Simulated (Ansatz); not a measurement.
**HfSiO4: pressure −1 GPa**

Base system: HfSiO$_{4}$ (space group I4_1/amd, No. 141; a = 6.582 Å, c = 5.971 Å).

Modification: a negative pressure, −1 GPa.

The values are results of Ansatz (a quantum-chemistry and plane-wave program), r2SCAN, PAW, cutoff 500 eV, spin-orbit coupling left out, not measurements. k-mesh 6×6×6 (Γ-centred); smearing 0.05 eV (Fermi–Dirac).

| quantity | base | changed | shift |
|---|---|---|---|
| volume per atom | 10.78 Å³ | 10.82 Å³ | +0.046 Å³ |
| density | 6.95 g/cm³ | 6.92 g/cm³ | -0.03 g/cm³ |
| lattice parameter a | 6.582 Å | 6.593 Å | +0.011 Å |
| c/a ratio | 0.907 | 0.907 | -0.0006 |
| shortest interatomic distance | 1.623 Å | 1.624 Å | +0.0016 Å |
| band gap (an upper bound: an edge found on the path is not a true extremum; both cells) | 6.01 eV | 5.99 eV | -0.02 eV |

Final structure:

```yaml
crystal:
  lattice:
    - [-3.29635, 3.29635, 2.98870]
    - [3.29635, -3.29635, 2.98870]
    - [3.29635, 3.29635, -2.98870]
  atoms:
    - { symbol: O, position: [0.13537, 0.31988, 0.81549] }
    - { symbol: O, position: [0.61463, 0.93012, 0.68451] }
    - { symbol: O, position: [0.24562, 0.93012, 0.31549] }
    - { symbol: O, position: [0.50438, 0.31988, 0.18451] }
    - { symbol: O, position: [0.68012, 0.86463, 0.18451] }
    - { symbol: O, position: [0.06988, 0.75438, 0.68451] }
    - { symbol: O, position: [0.06988, 0.38537, 0.31549] }
    - { symbol: O, position: [0.68012, 0.49562, 0.81549] }
    - { symbol: Si, position: [0.50000, 0.50000, 0.00000] }
    - { symbol: Si, position: [0.25000, 0.75000, 0.50000] }
    - { symbol: Hf, position: [0.75000, 0.25000, 0.50000] }
    - { symbol: Hf, position: [0.00000, 0.00000, 0.00000] }
```

With Hf present, leaving out spin-orbit coupling can change the band edges. Load acts through the strain it causes; cell and atoms are relaxed under it. No phonon test of stability was made.
